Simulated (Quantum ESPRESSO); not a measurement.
**Relaxation of the atoms of YH3O3 (Pm, 14 atoms in the cell) at several settings**

```yaml
crystal:
  lattice:
    - [6.36691, 0.00000, 0.00000]
    - [0.00000, 3.48443, 0.00000]
    - [-3.06596, 0.00000, 5.68920]
  atoms:
    - { symbol: Y, position: [0.34065, 0.50000, 0.67749] }
    - { symbol: Y, position: [0.65157, 0.00000, 0.32841] }
    - { symbol: H, position: [0.84660, 0.50000, 0.13872] }
    - { symbol: H, position: [0.26156, 0.50000, 0.13449] }
    - { symbol: H, position: [0.85420, 0.50000, 0.69436] }
    - { symbol: H, position: [0.13118, 0.00000, 0.85967] }
    - { symbol: H, position: [0.72970, 0.00000, 0.87074] }
    - { symbol: H, position: [0.13915, 0.00000, 0.30844] }
    - { symbol: O, position: [0.89966, 0.50000, 0.30695] }
    - { symbol: O, position: [0.38533, 0.50000, 0.08690] }
    - { symbol: O, position: [0.68186, 0.50000, 0.59492] }
    - { symbol: O, position: [0.08854, 0.00000, 0.69388] }
    - { symbol: O, position: [0.60542, 0.00000, 0.91767] }
    - { symbol: O, position: [0.31093, 0.00000, 0.41102] }
```

Base: LDA (PW92), PseudoDojo standard norm-conserving (LDA) pseudopotentials (Quantum ESPRESSO). Its settings: ecutwfc = 85 Ry; occupations = fixed; potentials = {Y: Y.upf, H: H.upf, O: O.upf}; K_POINTS = automatic 3 5 3 0 0 0; nbnd = 36; conv_thr = 1e-10 Ry; mixing_beta = 0.4. Starting volume 9.02 Å³ per atom.

Each line gives the change from the base single point and the result:

- atoms moved at random; calculation: scf → relax; tprnfor: true → default; tstress: true → default; conv_thr: 1e-10 Ry → 7.3e-05 Ry; forc_conv_thr: default → 0.0012 Ry/bohr: largest force (vector length) 0.028 eV/Å; relaxation steps 19; free energy against the base single point -3.5 meV/atom.
- atoms moved at random; calculation: scf → relax; tprnfor: true → default; tstress: true → default; forc_conv_thr: default → 0.0012 Ry/bohr: largest force (vector length) 0.037 eV/Å; relaxation steps 18; free energy against the base single point -3.5 meV/atom.

The starting cell comes from a database of computed structures (which also holds hypothetical and non-ambient phases and stackings), without a prior relaxation at this level.
